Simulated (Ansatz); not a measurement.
System: CsSnBr3 (Pm-3m, No. 221, 5 atoms in the cell; start mp-27214). Method: PBE-D3(BJ) (PAW; Ansatz, a program for electronic structure).

Settings: plane-wave cutoff 500 eV, 8×8×8 k mesh, Fermi–Dirac smearing 0.05 eV, scalar-relativistic PAW data made under PBE.

Cell (relaxed at this level):

```cif
data_Br3CsSn
_chemical_formula_sum 'Cs1 Sn1 Br3'
_space_group_name_H-M_alt 'Pm-3m'
_space_group_IT_number 221
_space_group_name_Hall '-P 4 2 3'
_cell_length_a 5.81304
_cell_length_b 5.81304
_cell_length_c 5.81304
_cell_angle_alpha 90.000
_cell_angle_beta 90.000
_cell_angle_gamma 90.000
loop_
_atom_site_label
_atom_site_type_symbol
_atom_site_symmetry_multiplicity
_atom_site_Wyckoff_symbol
_atom_site_fract_x
_atom_site_fract_y
_atom_site_fract_z
_atom_site_occupancy
Cs1 Cs 1 a 0.00000 0.00000 0.00000 1
Sn1 Sn 1 b 0.50000 0.50000 0.50000 1
Br1 Br 3 c 0.00000 0.50000 0.50000 1
```

What does this level give for the band gap?


- band gap: 0.43 eV (on the SCF k mesh)

Note: the relaxation could not lower the start's symmetry, so the cell can be a saddle point above a distorted one.

Spin–orbit coupling is not included.

Computing time: very roughly 30 core-seconds.

A start named mp-… is a Materials Project structure, which need not be a measured phase.
